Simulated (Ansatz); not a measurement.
## AlAs under a change: x(Ga) = 0.667, 6 atoms, P3m1

The reference is AlAs in the zinc blende structure (space group F-43m, No. 216; a = 5.7284 Å).

The other end (x = 1) is AlGa in the zinc blende structure (space group F-43m, No. 216; a hypothetical phase, not in the database extracts checked): 25.92 Å³/atom, gap zero; this end may not be an ambient phase.

Modification: Ga replaces 66.7 % of the As, ordered in a cell of 6 atoms (starting symmetry P3m1) and fully relaxed.

Calculations: PBE/PAW in Ansatz (a program for electronic structure), no SOC. Γ-centred 14×14×4 mesh, Fermi–Dirac width 0.05 eV, for the changed cell.

| quantity | base | changed | shift |
|---|---|---|---|
| volume per atom | 23.50 Å³ | 23.79 Å³ | +0.29 Å³ |
| density | 3.60 g/cm³ | 3.44 g/cm³ | -0.16 g/cm³ |
| shortest interatomic distance | 4.687 bohr | 4.549 bohr | -0.1389 bohr |
| band gap | 1.50 eV | zero | – |
| mixing energy (to 0.01 eV only: unlike meshes or grids) (against an end that may be hypothetical) | – | -0.06 eV/atom | – |
| deviation of the volume from the linear (Vegard-type) interpolation | – | -5.3 % | – |
| mean first-shell distances | – | As–Al 2.412 Å (end compound 2.480 Å), Ga–Al 2.637 Å (end compound 2.563 Å) | – |

Final structure:

```
Al3Ga2As
1.0
    3.76718     0.00000     0.00000
   -1.88359     3.26248     0.00000
    0.00000     0.00000    11.61299
Ga As Al
2 1 3
Direct
  0.00000   0.00000   0.78377
  0.33333   0.66667   0.42969
  0.66667   0.33333   0.09006
  0.00000   0.00000   0.00127
  0.33333   0.66667   0.64619
  0.66667   0.33333   0.29902
```

These are small ordered cells, not random alloys; other orderings at the same x differ. No phonon test of stability was made. The final runs are not spin-polarised. Under x(Ga) = 0.667, 6 atoms, P3m1 the cell changed shape so far that it is another structure.
